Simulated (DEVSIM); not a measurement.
Structure: Pt/Al2O3/p-Ge capacitor, at 250 K.

Layer 1 from the left is Al2O3, thickness (nm) 8.10. Layer 2 from the left is Ge, thickness (nm) 16000, Na (cm⁻³) 1.4e15.

Metal gate on the left, work function 5.6 eV. Fixed charge at the semiconductor interface 0 cm⁻² (in units of +e); no interface traps.

Constants are typed, rounded textbook-type inputs, not results; the design itself was drawn at random and stands for no fabricated device. Values at 300 K; Nc and Nv go as T^1.5, mobilities as T to minus their exponent, the gap by Varshni's rule with the affinity fixed.

Al2O3: gap (eV) 6.8, affinity (eV) 1.35, permittivity 9. Ge: gap (eV) 0.664, affinity (eV) 4, permittivity 16, Nc (cm⁻³) 1.04e19, Nv (cm⁻³) 6e18, Varshni α (eV/K) 0.000477, Varshni β (K) 235.

### Question
Estimate by hand the flat-band voltage, the threshold voltage, and compare with a numerical solution.

### Answer

- Flat-band voltage: C = 0.984 μF/cm², work-function difference 1.092 V; VFB = φms − qNf/C = 1.09 V; numerical 1.09 V.
- Threshold voltage: φF = 0.161 V, depletion charge √(4εqNφF) = 1.43e-8 C/cm²; VT = VFB + 2φF + Qd/C = 1.43 V; numerical 1.43 V.

DEVSIM, 1D Poisson equation in equilibrium, Boltzmann statistics, complete ionisation; no quantum confinement or tunnelling. Metal contacts follow the ideal Schottky-Mott rule: no Fermi-level pinning, no interface dipoles.
